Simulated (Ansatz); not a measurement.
**CoO: isotropic strain +0.64 %**

Base system: CoO in the rock salt structure (space group Fm-3m, No. 225; a = 4.2469 Å; ferromagnetic; relaxed with 0.1 eV smearing).

The change: an isotropic linear strain of +0.64 %; the atoms relax in the strained cell.

Method: Ansatz (an electronic-structure program) PBE, without spin-orbit coupling. Settings: 23×23×23 k-points, 0.1 eV Fermi–Dirac smearing.

```tsv
quantity	base	changed	shift
volume per atom	9.58 Å³	9.76 Å³	+0.185 Å³
space group	Fm-3m (No. 225)	Fm-3m (No. 225)	–
shortest interatomic distance	2.123 Å	2.137 Å	+0.014 Å
energy relative to the base (free energy F)	0 meV/atom	+1.8 meV/atom	+1.8 meV/atom
band gap	zero	zero	–
magnetic state	ferromagnetic	ferromagnetic	–
largest site moment	2.43 μB	2.47 μB	+0.033 μB
```

Whether these cells are dynamically stable was not tested. No Hubbard U is applied and the magnetic state is the run's own (CoO ferromagnetic); other magnetic orders, which need larger cells, were not tried and can change the gap. In its common phase, real CoO is an antiferromagnetic insulator at low temperature.
